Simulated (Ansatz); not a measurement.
We consider SrO (P6₃/mmc, No. 194, 4 atoms in the cell; start mp-754824; a measured phase of this formula has another space group), described by r²SCAN0 in Ansatz (plane waves, PAW).

Settings: plane-wave cutoff 520 eV, 9×9×6 k mesh (along the axes of the cell as run), Fermi–Dirac smearing 0.01 eV, scalar-relativistic PAW data made under PBE.

Cell (relaxed with PBEsol):

```cif
data_O2Sr2
_chemical_formula_sum 'Sr2 O2'
_space_group_name_H-M_alt 'P 1'
_space_group_IT_number 1
_cell_length_a 4.23580
_cell_length_b 4.23580
_cell_length_c 5.10897
_cell_angle_alpha 90.000
_cell_angle_beta 90.000
_cell_angle_gamma 120.000
loop_
_space_group_symop_operation_xyz
  'x, y, z'
loop_
_atom_site_label
_atom_site_type_symbol
_atom_site_fract_x
_atom_site_fract_y
_atom_site_fract_z
_atom_site_occupancy
Sr1 Sr 0.33333 0.66667 0.93751 1
Sr2 Sr 0.66667 0.33333 0.43751 1
O1 O 0.33333 0.66667 0.43749 1
O2 O 0.66667 0.33333 0.93749 1
```

### Question
What does this level give for the band gap?

### Answer

- band gap: 4.99 eV (on the SCF k mesh)

Note: cell and atoms aren't relaxed at this level (pressure 0.9 GPa).

Spin–orbit coupling is not included.

The result took very roughly 5 core-minutes.

A start named mp-… is a Materials Project structure, which need not be a measured phase.

Ansatz is a quantum-chemistry and plane-wave program.
